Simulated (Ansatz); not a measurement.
Consider W in the bcc (W type) structure (space group Im-3m, No. 229; relaxed with 0.1 eV smearing).

```xyz
1
Lattice="-1.5771 1.5771 1.5771 1.5771 -1.5771 1.5771 1.5771 1.5771 -1.5771" Properties=species:S:1:pos:R:3 pbc="T T T"
W      0.0000     0.0000     0.0000
```

Cartesian axes are those of the cell as printed.

Level of theory: Kohn–Sham DFT with the PBEsol functional, run in Ansatz (a quantum-chemistry and plane-wave program) with PAW and 420 eV plane waves, no SOC.

Base values:

```
Quantity                        Result
-----------------------------  -------
Shortest interatomic distance  2.732 Å
Pressure                       0.0 GPa
```

It is then changed as follows: the cell is stretched by 2.50 % along z with no lateral relaxation, atoms relaxed at fixed cell.

Q: Estimate the effect on the energy relative to the base.

A: The energy goes up by 16 meV/atom.

Q: Estimate the effect on the shortest interatomic distance.

A: The shortest interatomic distance grows by 0.023 Å (2.732 Å → 2.755 Å).

Q: Estimate the effect on the pressure.

A: The pressure (mean of the normal stresses, compression positive) goes from zero to -7.5 GPa.

The cells carry an imposed strain or load. Stability against distortions was not tested. The final runs are not spin-polarised.
